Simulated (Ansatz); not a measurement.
The parent structure is CdS in the wurtzite structure (space group P6_3mc, No. 186; a = 4.196 Å, c = 6.830 Å). Axes: x lies along a and z along c of the hexagonal cell.

It is then changed as follows: biaxial strain −0.40 %, plane normal [001], relaxed out of plane (Cartesian); in-plane vectors clamped, the third vector and the atoms free.

Levels (all Ansatz, a first-principles code, PAW): PBE (420 eV, without spin-orbit coupling); r2SCAN (500 eV, spin-orbit coupling left out).

The geometry is relaxed with PBE.

- PBE electron mass: 0.12 mₑ out of plane, 0.13 mₑ in plane (at Γ)
- PBE band gap: 1.11 eV
- PBE width of the top valence band: 1.57 eV

With r2SCAN at the same geometry, the electron mass changes from 0.12 mₑ out of plane, 0.13 mₑ in plane (at Γ) to 0.14 mₑ out of plane, 0.16 mₑ in plane (at Γ); the band gap rises by 0.46 eV (1.11 eV → 1.57 eV); the width of the top valence band grows by 0.035 eV (1.57 eV → 1.61 eV).

Single points use the geometry relaxed with PBE. Masses are band curvatures over ±0.01 Å⁻¹ around the edge. Whether these cells are dynamically stable was not tested.
